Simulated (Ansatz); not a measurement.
The starting structures come from a database of crystals and need not be the phases stable at ambient conditions.

## Evanescent states of Sr2CaWO6 (I4/m, not sure to be the ambient phase, 10 atoms a cell, 14.4 Å³ an atom, -8 GPa at this level) along the normal of (100)

All values below come from PBEsol (plane waves, PAW; Ansatz, a quantum-chemistry and plane-wave program).

The gap is the functional's own, uncorrected, and κ follows it; spin-orbit coupling is left out. Mid-gap values are interpolated between the computed energies.

Energies count from the valence-band top; κ is the least over a 6×4 mesh across the current.

```csv
E (eV),κ (1/Å),where
0.07,0.160,off Γ
0.23,0.195,Γ
0.38,0.221,Γ
0.53,0.242,Γ
0.68,0.259,Γ
0.82,0.273,Γ
0.97,0.284,Γ
1.12,0.294,Γ
1.27,0.301,Γ
1.43,0.305,Γ
1.57,0.306,Γ
1.73,0.306,Γ
1.88,0.302,Γ
2.02,0.296,Γ
2.17,0.287,Γ
2.33,0.274,Γ
2.48,0.256,Γ
2.62,0.232,Γ
2.77,0.179,off Γ
```

Question: How thick must the barrier be to attenuate the transmission by 10^4 when the electrodes' Fermi level lies at 0.53 eV, and what attenuation does that film give at 0.97 eV?

Answer: d = 4 ln 10 / (2 × 0.242) = 19.0 Å. At 0.97 eV it gives 4 × 0.284/0.242 = 4.7 decades.
